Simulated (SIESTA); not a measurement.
Worked example: self-consistent single point of Cs (Im-3m, 1 atom in the cell) in SIESTA

Computed with GGA PBE, numerical atomic orbitals DZP, PseudoDojo PBE standard norm-conserving potentials (rewritten from UPF to PSML) (SIESTA 5.4.2).

Input as run:

```
# files in the folder: Cs.psml (PseudoDojo PBE standard)
SystemName  Cs
SystemLabel cs

NumberOfAtoms                1
NumberOfSpecies              1
%block ChemicalSpeciesLabel
  1 55 Cs
%endblock ChemicalSpeciesLabel
LatticeConstant              1.0 Ang
%block LatticeVectors
    -3.159750000    3.159750000    3.159750000
     3.159750000   -3.159750000    3.159750000
     3.159750000    3.159750000   -3.159750000
%endblock LatticeVectors
AtomicCoordinatesFormat      Ang
%block AtomicCoordinatesAndAtomicSpecies
     0.000000000    0.000000000    0.000000000  1
%endblock AtomicCoordinatesAndAtomicSpecies

XC.functional                GGA
XC.authors                   PBE
PAO.BasisSize                DZP
PAO.EnergyShift              0.005 Ry
MeshCutoff                   300 Ry
%block kgrid.MonkhorstPack
    6   0   0  0.0
    0   6   0  0.0
    0   0   6  0.0
%endblock kgrid.MonkhorstPack
OccupationFunction           FD
ElectronicTemperature        50.0 meV

MaxSCFIterations             150
SCF.Mixer.Method             Broyden
SCF.Mixer.Weight             0.25
SCF.Mixer.History            8
SCF.DM.Tolerance             1.0E-05
Diag.ParallelOverK           true
WriteForces                  true
Charge.Mulliken              end
```

The program printed (abridged):

```
reinit: Reading from file input.fdf

reinit: System Name: Cs
reinit: System Label: cs

coor:   Atomic-coordinates input format  =     Cartesian coordinates
coor:                                          (in Angstroms)

siesta: Atomic coordinates (Bohr) and species
siesta:      0.00000   0.00000   0.00000  1        1

siesta: System type = bulk

initatomlists: Number of atoms, orbitals, and projectors:      1     9    18

siesta: ******************** Simulation parameters ****************************
redata: Spin configuration                          = none
redata: Time-Reversal Symmetry                      = T
redata: Number of Atomic Species                    =        1
redata: Mesh Cutoff                                 =   300.0000 Ry
redata: Net charge of the system                    =     0.0000 |e|
redata: Min. number of SCF Iter                     =        0
redata: Max. number of SCF Iter                     =      150
redata: SCF convergence failure will abort job
redata: SCF mix quantity                            = Hamiltonian
redata: Mix DM or H after convergence               =   F
redata: Recompute H after scf cycle                 =   F
redata: Mix DM in first SCF step                    =   T
redata: No kicks to SCF
redata: DM Mixing Weight for Kicks                  =     0.5000
redata: Require Harris convergence for SCF          =   F
redata: Harris energy tolerance for SCF             =     0.000100 eV
redata: Require DM convergence for SCF              =   T
redata: DM tolerance for SCF                        =     0.000010
redata: Require EDM convergence for SCF             =   F
redata: EDM tolerance for SCF                       =     0.001000 eV
redata: Require H convergence for SCF               =   T
redata: Hamiltonian tolerance for SCF               =     0.001000 eV
redata: Require (free) Energy convergence for SCF   =   F
redata: (free) Energy tolerance for SCF             =     0.000100 eV
redata: Using DFT-D3 dispersion                     =   F
redata: Using Saved Data (generic)                  =   F
redata: Method of Calculation                       = Diagonalization
redata: Electronic Temperature                      =   580.2259 K
redata: Number of TDED substeps                     =        3
redata: Dynamics option                             = Single-point calculation
redata: Save all siesta data in one NC              =   F
redata: ***********************************************************************

%block SCF.Mixers
  Broyden
%endblock SCF.Mixers

%block SCF.Mixer.Broyden
  # Mixing method
  method broyden

  # Mixing options
  weight 0.2500
  weight.linear 0.2500
  weight.prime 0.2500
  history 8
%endblock SCF.Mixer.Broyden

DM_history_depth set to one: no extrapolation allowed by default for geometry relaxation
Size of DM history Fstack: 1
Total number of electrons:     9.000000
Total ionic charge:     9.000000

* ProcessorY, Blocksize:    1  10

* Orbital distribution balance (max,min):     9     9

k-point displ. along   1 input, could be:     0.00    0.50
k-point displ. along   2 input, could be:     0.00    0.50
k-point displ. along   3 input, could be:     0.00    0.50
 Kpoints in:          144 . Kpoints trimmed:          132

siesta: k-grid: Number of k-points = 132
siesta: k-points from Monkhorst-Pack grid
siesta: k-cutoff (effective) =    16.419 Ang
siesta: k-point supercell and displacements
siesta: k-grid:     6     0     0      0.000
siesta: k-grid:     0     6     0      0.000
siesta: k-grid:     0     0     6      0.000

diag: Algorithm                                     = D&C
diag: Parallel over k                               =   F
diag: Use parallel 2D distribution                  =   F
diag: Parallel block-size                           = 10
diag: Parallel distribution                         =     1 x     1
diag: Used triangular part                          = Lower
diag: Absolute tolerance                            =  0.100E-15
diag: Orthogonalization factor                      =  0.100E-05
diag: Memory factor                                 =  1.0000

superc: Internal auxiliary supercell:     5 x     5 x     5  =     125
superc: Number of atoms, orbitals, and projectors:    125   1125   2250

                        Single-point calculation

superc: Internal auxiliary supercell:     5 x     5 x     5  =     125
superc: Number of atoms, orbitals, and projectors:    125   1125   2250

outcell: Unit cell vectors (Ang):
       -3.159750    3.159750    3.159750
        3.159750   -3.159750    3.159750
        3.159750    3.159750   -3.159750

outcell: Cell vector modules (Ang)   :    5.472848    5.472848    5.472848
outcell: Cell angles (23,13,12) (deg):    109.4712    109.4712    109.4712
outcell: Cell volume (Ang**3)        :    126.1880
new_DM -- step:     1
Initializing Density Matrix...

Attempting to read DM from file... Failed...
DM filled with atomic data:

InitMesh: MESH = 48 x 48 x 48 = 110592
InitMesh: Mesh cutoff (required, used) =   300.000   318.896 Ry

stepf: Fermi-Dirac step function

        iscf     Eharris(eV)        E_KS(eV)     FreeEng(eV)     dDmax    Ef(eV) dHmax(eV)
   scf:    1     -635.810328     -635.671097     -635.686998  0.247386 -2.248809  1.346686
   scf:    2     -635.703914     -635.687861     -635.703750  0.023452 -2.281391  0.914805
   scf:    3     -635.712580     -635.701600     -635.717469  0.046875 -2.351092  0.017834
   scf:    4     -635.701614     -635.701607     -635.717475  0.001032 -2.354375  0.006214
   scf:    5     -635.701613     -635.701610     -635.717477  0.000170 -2.356172  0.004151
   scf:    6     -635.701613     -635.701612     -635.717477  0.000152 -2.357491  0.002623
   scf:    7     -635.701613     -635.701613     -635.717478  0.000103 -2.358381  0.001591
   scf:    8     -635.701614     -635.701613     -635.717478  0.000065 -2.358935  0.000948
   scf:    9     -635.701614     -635.701613     -635.717478  0.000039 -2.359269  0.000561
   scf:   10     -635.701614     -635.701613     -635.717478  0.000024 -2.359455  0.000344
   scf:   11     -635.701614     -635.701614     -635.717478  0.000011 -2.359567  0.000215
   scf:   12     -635.701614     -635.701614     -635.717478  0.000008 -2.359631  0.000140

SCF Convergence by DM+H criterion
max |DM_out - DM_in|         :     0.0000077988
max |H_out - H_in|      (eV) :     0.0001398204
SCF cycle converged after 12 iterations

Using DM_out to compute the final energy and forces

siesta: E_KS(eV) =             -635.7016

siesta: E_KS - E_eggbox =      -635.7016

siesta: Atomic forces (eV/Ang):
     1    0.000000    0.000000    0.000000
   Tot    0.000000    0.000000    0.000000
   Max    0.000000
   Res    0.000000    sqrt( Sum f_i^2 / 3N )
   Max    0.000000    constrained

Stress tensor Voigt[x,y,z,yz,xz,xy] (kbar):       -0.27       -0.27       -0.27        0.00        0.00        0.00
(Free)E + p*V (eV/cell)     -635.6963
Target enthalpy (eV/cell)     -635.7175

siesta: Program's energy decomposition (eV):
siesta: Ebs     =      -136.110046
siesta: Eions   =       951.132665
siesta: Ena     =       268.063265
siesta: Ekin    =       138.276290
siesta: Enl     =        87.657145
siesta: Eso     =         0.000000
siesta: Edftu   =         0.000000
siesta: DEna    =         6.704554
siesta: DUscf   =         0.102029
siesta: DUext   =         0.000000
siesta: Ex      =      -169.586817
siesta: Ec      =       -15.785413
siesta: Exc     =      -185.372230
siesta: Eharris =      -635.701614
siesta: Etot    =      -635.701614
siesta: FreeEng =      -635.717478

siesta: Stress tensor (static) (eV/Ang**3):
siesta:    -0.000168    0.000000    0.000000
siesta:     0.000000   -0.000168    0.000000
siesta:     0.000000    0.000000   -0.000168

siesta: Cell volume =        126.188030 Ang**3

siesta: Pressure (static):
siesta:                Solid            Molecule  Units
siesta:           0.00000183          0.00000183  Ry/Bohr**3
siesta:           0.00016809          0.00016809  eV/Ang**3
siesta:           0.26930454          0.26930454  kBar

mulliken: Atomic and Orbital Populations:

Species: Cs
Atom  Qatom  Qorb
               5s      6s      6s      5py     5pz     5px     6py     6pz
               6px
   1  9.000   2.002   0.877  -0.103   2.017   2.017   2.017   0.058   0.058
              0.058

mulliken: Qtot =        9.000

Mulliken Atomic Populations:
Atom #   charge [q] valence [e]  Species
     1    -0.000000    9.000000  Cs
 Total    -0.000000
```

The run converged in 12 iterations.

The starting cell comes from a database of computed structures (which also holds hypothetical and non-ambient phases and stackings), without a prior relaxation at this level. Its lattice was rescaled by a random factor within 2.5 % of one. Values carry the incompleteness of an atom-centred basis.
